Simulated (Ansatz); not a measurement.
**Mg on the Li site in rock-salt LiF**

Computed with PBE, PAW (plane waves to 420 eV; Ansatz, an electronic-structure program). The supercell holds 64 host sites (2×2×2 repeats of the unit cell), with a 2×2×2 shifted k-point sampling for the final energies. Site at the start: the Li site. Energies of charged states are corrected for periodic images (point charge plus alignment at distant sites). Dielectric constants: PBE linear response of the host. Host gap at this level: 8.83 eV. Finite-size and sampling errors can reach tenths of an eV here. Levels are measured in PBE's own, too narrow, gap. Spin–orbit coupling is left out. Each state is the lowest found from its start.

Formation energies E_f are given with the Fermi level at the valence-band maximum. Chemical conditions: F-rich (Δμ(Li) = -5.89 eV, Δμ(Mg) = -10.57 eV, bounded by rutile-type MgF2; only phases computed here count, gases as isolated molecules at 0 K). Reference phases: Li: bcc Li, Mg: hcp Mg.

```tsv
charge	moment (μB)	point group	largest move off a lattice site (Å)	image correction with alignment (eV)	E_f, F-rich (eV)
+1	not spin-polarised	Oh	0.10	0.43	0.12
0†	1.0	–	0.11	0.00	8.66
−1†	not spin-polarised	–	0.60	-0.03	–
```

† Not settled in this cell, so no level is given: charge 0: carriers not clearly localised; charge −1: carriers not clearly localised.

Point groups are those of the whole cell at tolerances of 0.03 and 0.1 Å ("near" where only the looser one holds); none is given for unsettled states.

All states together cost about 19 core-minutes (a rough figure).
